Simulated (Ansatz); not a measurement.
Electronic density of states of amorphous Si30B6O69, density 2.18 g/cm³, on a 2×2×2 Γ-centred mesh with a Gaussian width of 0.1 eV; energies count from the Fermi level, whose place inside the gap is arbitrary. Cell and mesh are small, so fine structure isn't converged. Computed with PBE, scalar-relativistic without spin-orbit coupling (plane waves to 420 eV, PAW; Ansatz, a first-principles code). Sampling: a 2×2×2 Γ-centred mesh; Fermi-Dirac width 0.02 eV; no spin polarisation. At PBE the levels at the filled edge of the gap are localised (band-tail or defect states), and the nearest spread-out levels lie 5.3 eV apart at the zone centre.

A CHGNet melt-quench gave the starting glass, which DFT then relaxed. O atoms were pushed apart under 1.9 Å during the dynamics, to hinder bonds among them. The hot cell started wider than the set density and was brought back towards it in steps. It is the lowest in DFT energy of 4 quenches. It is a model cell: composition and starting density were chosen by hand, and all elements were melted together. No dispersion term was used. Its density started from a set value of 2.25 and ended at 2.18 g/cm³. The simulated quench (nominally 180 K/ps over its main leg) is rapid and tends to freeze in more defects than a deposited or slowly cooled glass has. A cell of this size samples the disorder only roughly. The volume was free in the relaxation, at fixed shape. Stress components on the final sampling reach 1.3 GPa.

```
E - EF (eV)  states/(eV atom)
-----------  ----------------
-12.00                   0.12
-11.90                   0.15
-11.80                   0.19
-11.70                   0.20
-11.60                   0.19
-11.50                   0.20
-11.40                   0.19
-11.30                   0.17
-11.20                   0.18
-11.10                   0.20
-11.00                   0.18
-10.90                   0.19
-10.80                   0.23
-10.70                   0.19
-10.60                   0.15
-10.50                   0.17
-10.40                   0.19
-10.30                   0.20
-10.20                   0.21
-10.10                   0.18
-10.00                   0.18
-9.90                    0.24
-9.80                    0.28
-9.70                    0.28
-9.60                    0.26
-9.50                    0.28
-9.40                    0.24
-9.30                    0.22
-9.20                    0.25
-9.10                    0.27
-9.00                    0.32
-8.90                    0.37
-8.80                    0.41
-8.70                    0.42
-8.60                    0.47
-8.50                    0.58
-8.40                    0.62
-8.30                    0.58
-8.20                    0.50
-8.10                    0.43
-8.00                    0.39
-7.90                    0.39
-7.80                    0.35
-7.70                    0.26
-7.60                    0.25
-7.50                    0.19
-7.40                    0.11
-7.30                    0.10
-7.20                    0.23
-7.10                    0.30
-7.00                    0.28
-6.90                    0.23
-6.80                    0.24
-6.70                    0.31
-6.60                    0.29
-6.50                    0.34
-6.40                    0.43
-6.30                    0.40
-6.20                    0.39
-6.10                    0.40
-6.00                    0.50
-5.90                    0.57
-5.80                    0.59
-5.70                    0.66
-5.60                    0.73
-5.50                    0.76
-5.40                    0.77
-5.30                    0.71
-5.20                    0.64
-5.10                    0.69
-5.00                    0.73
-4.90                    0.75
-4.80                    0.83
-4.70                    0.88
-4.60                    0.92
-4.50                    0.93
-4.40                    0.86
-4.30                    0.81
-4.20                    0.79
-4.10                    0.79
-4.00                    0.84
-3.90                    0.85
-3.80                    0.80
-3.70                    0.73
-3.60                    0.68
-3.50                    0.67
-3.40                    0.59
-3.30                    0.44
-3.20                    0.26
-3.10                    0.20
-3.00                    0.22
-2.90                    0.18
-2.80                    0.17
-2.70                    0.16
-2.60                    0.11
-2.50                    0.10
-2.40                    0.03
-2.30                    0.00
-2.20                    0.02
-2.10                    0.09
-2.00                    0.07
-1.90                    0.01
-1.80                    0.00
-1.70                    0.00
-1.60                    0.00
-1.50                    0.00
-1.40                    0.00
-1.30                    0.00
-1.20                    0.00
-1.10                    0.00
-1.00                    0.00
-0.90                    0.00
-0.80                    0.00
-0.70                    0.00
-0.60                    0.00
-0.50                    0.00
-0.40                    0.00
-0.30                    0.00
-0.20                    0.00
-0.10                    0.00
0.00                     0.00
0.10                     0.00
0.20                     0.00
0.30                     0.00
0.40                     0.00
0.50                     0.00
0.60                     0.00
0.70                     0.00
0.80                     0.00
0.90                     0.00
1.00                     0.00
1.10                     0.00
1.20                     0.00
1.30                     0.00
1.40                     0.00
1.50                     0.00
1.60                     0.00
1.70                     0.00
1.80                     0.00
1.90                     0.00
2.00                     0.01
2.10                     0.02
2.20                     0.05
2.30                     0.06
2.40                     0.04
2.50                     0.01
2.60                     0.00
2.70                     0.00
2.80                     0.02
2.90                     0.04
3.00                     0.04
3.10                     0.06
3.20                     0.09
3.30                     0.09
3.40                     0.08
3.50                     0.08
3.60                     0.08
3.70                     0.09
3.80                     0.11
3.90                     0.20
4.00                     0.27
4.10                     0.28
4.20                     0.30
4.30                     0.29
4.40                     0.26
4.50                     0.25
4.60                     0.27
4.70                     0.29
4.80                     0.26
4.90                     0.26
5.00                     0.24
5.10                     0.27
5.20                     0.36
5.30                     0.39
5.40                     0.39
5.50                     0.39
5.60                     0.42
5.70                     0.46
```

The level gap on this mesh is 4.08 eV; the broadening fills part of it in the curve.
